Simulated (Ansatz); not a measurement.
## A constructed model of the (0001) surface of hcp Hf, a pseudomorphic layer of Cr in the host's stacking (bottom of the slab: a bare face, its two planes held)

The numbers are results of PBE (plane waves to 420 eV, PAW; Ansatz, a quantum-chemistry and plane-wave program), not measurements.

Slab: 7 atoms, 15.4 Å thick at the start; k 13x13x1, smearing 0.1 eV, dipole-corrected; 2 atoms held, the rest relaxed; start symmetry kept, larger cells not searched; spin-polarised, ending with about 3.5 μB a cell; orders that need a larger cell were not tried, no spin-orbit, no U. It is one candidate, not shown to be the stable structure of the face.

- work function of the top face: 3.47 eV
- energy released by relaxation: 0.34 eV
- magnetic moment of the cell: 3.53 μB
- cost: about 15 core-minutes (a rough figure)
